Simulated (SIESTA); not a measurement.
Checking a run of SIESTA on TiV4CoO12 (C2, 18 atoms in the cell). The aim is a self-consistent single point with DFT, LDA PW92+U, numerical atomic orbitals DZP, PseudoDojo LDA standard norm-conserving potentials (rewritten from UPF to PSML).

Cell that was meant: a = 6.8267 Å, b = 6.8267 Å, c = 5.7485 Å, α = 104.86°, β = 104.86°, γ = 84.40°.

Part of the input:

```
  1 +0.00
  2 +0.00
  3 +0.00
  4 +0.00
  5 +0.00
  6 +0.00
  7 +0.00
  8 +0.00
  9 +0.00
```

Log, with long lists cut:

```
reinit: Reading from file input.fdf

reinit: System Name: TiV4CoO12
reinit: System Label: TiV4CoO12

NOTE on units for spin output:
   [... lines left out ...]
Initializing Density Matrix...

Attempting to read DM from file... Failed...
DM filled with atomic data (user-defined):

InitMesh: MESH = 80 x 80 x 64 = 409600
InitMesh: Mesh cutoff (required, used) =   350.000   389.246 Ry
hubbard_term: recalculating local occupations    1
hubbard_term: maximum change in local occup.    0.652315
hubbard_term: recalculating Hamiltonian

stepf: Fermi-Dirac step function
hubbard_term: recalculating local occupations    1
hubbard_term: maximum change in local occup.    0.178376
hubbard_term: recalculating Hamiltonian
        iscf     Eharris(eV)        E_KS(eV)     FreeEng(eV)     dDmax    Ef(eV) dHmax(eV)
   scf:    1   -18886.730749   -19077.331481   -19077.434248  0.875874 -2.238941 28.406711
     spin moment: {S} , |S| = {        0.0        0.0    0.00000 }     0.00000
   scf:    2   -17898.530686   -18771.594553   -18771.723731  1.178645 -2.988668136.483996
     spin moment: {S} , |S| = {        0.0        0.0    0.00000 }     0.00000
   scf:    3   -19067.680896   -19143.695846   -19143.795664  1.066218 -3.373318 17.329483
   [... lines left out ...]
hubbard_term: recalculating local occupations   36
hubbard_term: maximum change in local occup.    0.000932
   scf:   52   -19177.646260   -19177.646253   -19177.729505  0.000012 -5.234613  0.000857
     spin moment: {S} , |S| = {        0.0        0.0    0.00000 }     0.00000
hubbard_term: recalculating local occupations   37
hubbard_term: maximum change in local occup.    0.000935
   scf:   53   -19177.646261   -19177.646258   -19177.729508  0.000005 -5.234634  0.000595
     spin moment: {S} , |S| = {        0.0        0.0    0.00000 }     0.00000
SCF Convergence by DM+H criterion
max |DM_out - DM_in|         :     0.0000054547
max |H_out - H_in|      (eV) :     0.0005948921
DFT+U population converged by dTol_pop criteria:
max |pop(DFT+U)_i - pop(DFT+U)_j|:     0.0009351186
SCF cycle converged after 53 iterations

Using DM_out to compute the final energy and forces
hubbard_term: recalculating local occupations   38
hubbard_term: maximum change in local occup.    0.000935
hubbard_term: recalculating Hamiltonian and forces

siesta: E_KS(eV) =           -19177.6474

siesta: E_KS - E_eggbox =    -19177.6474

siesta: Atomic forces (eV/Ang):
     1   -0.000059    0.085112    0.000019
     2    0.103851    0.530291   -0.250734
     3   -0.103826    0.530343    0.250859
   [... 15 lines left out ...]
   [... lines left out ...]
siesta: FreeEng =    -19177.730692
siesta: Cell volume =        250.130088 Ang**3
siesta:        -138.36415599       -112.38228883  kBar
   [... lines left out ...]
    12    -0.463616    6.463616    0.000000  O
    13    -0.433252    6.433252    0.000000  O
    14    -0.433249    6.433249    0.000000  O
    15    -0.413773    6.413773    0.000000  O
    16    -0.413772    6.413772    0.000000  O
    17    -0.423667    6.423667    0.000000  O
    18    -0.423666    6.423666    0.000000  O
 Total    -0.000000                0.000000
```

Q: Is anything amiss in this input, and did it matter?

A: The run is not sound. The fault is a spin-polarised run without starting moments. If both spin channels start alike, symmetry can keep them alike, and the run can end in a non-magnetic state; some programs refuse such an input or seed a moment themselves. To fix it, give starting moments. The run converged in 53 iterations without an error; against the sound input the free energy rises by 120 meV/atom, the pressure goes from -10.62 to -13.84 GPa, the largest force goes from 0.577 to 1.485 eV/Å, no clean gap remains on the mesh (levels overlap or are partly filled), against 0.54 eV before and the size of the net moment goes from 0.28 to 0.00 μB/atom.

The sound input it was made from differs as follows (other fixes are possible):
```diff
-  4 +0.00
-  5 +0.00
-  6 +0.00
+  4 +2.00
+  5 +2.00
+  6 +3.00
```

With that input, the run converged in 79 iterations: free energy E − TS -19179.8819 eV; top of the valence band (on the code's own zero) -5.93 eV; gap on the k-point mesh 0.54 eV; pressure -10.62 GPa; largest force (vector length) 0.577 eV/Å (DFT, LDA PW92+U, numerical atomic orbitals DZP, PseudoDojo LDA standard norm-conserving potentials (rewritten from UPF to PSML)).

On the sound input: the starting cell comes from a database of computed structures (which also holds hypothetical and non-ambient phases and stackings), without a prior relaxation at this level. The magnetic order is the one reached from the typed start; others were not searched systematically. With U or open f shells several self-consistent states can exist. Values carry the incompleteness of an atom-centred basis. With a pressure of about -11 GPa the cell is away from its equilibrium volume at this level. The shifted mesh does not hold Γ, so a gap read on it misses any band edge there.
